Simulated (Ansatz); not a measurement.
CsLiBr2, response to strain

Base system: CsLiBr2 (space group P4/nmm, No. 129; a = 5.187 Å, c = 9.943 Å; a cell from a computed database, its experimental status unchecked). Axes: x, y, z lie along a, b, c of the conventional cell.

Strains are applied to the cell and any free atomic positions relax; under biaxial strain the out-of-plane vector relaxes too; under stress the whole cell relaxes.

All numbers come from Kohn–Sham DFT with the r2SCAN functional, run in Ansatz (a quantum-chemistry and plane-wave program) with PAW and 500 eV plane waves, no SOC, earlier PAW set.

Notes on the quantities. pressure: mean of the normal stresses, compression positive.

| case | pressure | volume per atom | space group |
|---|---|---|---|
| base | 0.00 GPa | 33.44 Å³ | P4/nmm (No. 129) |
| biaxial strain −0.72 %, plane normal [001], relaxed out of plane | 0.23 GPa | 33.05 Å³ | P4/nmm (No. 129) |
| biaxial strain +0.37 %, plane normal [001], relaxed out of plane | -0.11 GPa | 33.65 Å³ | P4/nmm (No. 129) |
| biaxial strain +1.50 %, plane normal [001], relaxed out of plane | -0.43 GPa | 34.32 Å³ | P4/nmm (No. 129) |
| biaxial strain +3.95 %, plane normal [001], relaxed out of plane | (withheld) | (withheld) | P4/nmm (No. 129) |
| isotropic strain −2.99 % | 1.86 GPa | 30.53 Å³ | P4/nmm (No. 129) |
| isotropic strain −0.35 % | 0.18 GPa | 33.09 Å³ | P4/nmm (No. 129) |
| isotropic strain +3.47 % | -1.28 GPa | 37.05 Å³ | P4/nmm (No. 129) |
| uniaxial stress, 0.5 GPa compression along x | – | 33.44 Å³ | Pmmn (No. 59) |

Q: Some entries are withheld; estimate them.

A: 
- biaxial strain +3.95 %, plane normal [001], relaxed out of plane, pressure: -0.97 GPa
- biaxial strain +3.95 %, plane normal [001], relaxed out of plane, volume per atom: 35.76 Å³

Beyond what the load breaks, stability against distortions was not tested.
